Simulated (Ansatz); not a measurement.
## Worked sum: formation energy of O_i in Ti (hcp, P6₃/mmc)

Subject: the formation energy of O_i in Ti (hcp, P6₃/mmc). Reaction: 1/2 TiO2 (rutile) + 71/2 Ti (hcp) → cell A.

A: a supercell of 36 sites of Ti (hcp, P6₃/mmc) with O off the lattice sites (6 Ti at 2.08 Å); spin state with PBE: run without spin.

Ansatz (a program for electronic structure) with PAW potentials; structures come from PBE relaxations, nuclei static, no net charge. Ansatz runs with its PAW set soft_1. Other levels take these structures. The lattices are those relaxed with PBE, so at other levels the solids can be strained. Larger cells are relaxed from a start prepared with the learned potential CHGNet, on a coarser mesh till forces fall under 0.03 eV/Å, which some starts already meet. A dispersion term (D3(BJ), or D4 for r2SCAN) was computed beside these levels and is taken off wherever the name lacks it. Space groups of crystals are read within 0.01 Å. Mesh and cell size may move defect energies by 0.1 eV or more. Cell A has symmetry P-3m1 within 0.02 Å and got no random move, so less symmetric positions, which may lie lower, weren't tried.

Total energies of the cells in eV, at zero smearing width. They compare only within one column; the weights balance every element.

| cell | atoms | weight | r2SCAN |
|---|---|---|---|
| A: Ti:O_i | 37 | +1 | -90729.48107 |
| TiO2 (rutile) | 6 | −1/4 | -7292.55066 |
| Ti (hcp) | 36 | −71/72 | -90157.38666 |

r2SCAN: (-90729.48107) − 1/4 × (-7292.55066) − 71/72 × (-90157.38666) = -1.143 eV.
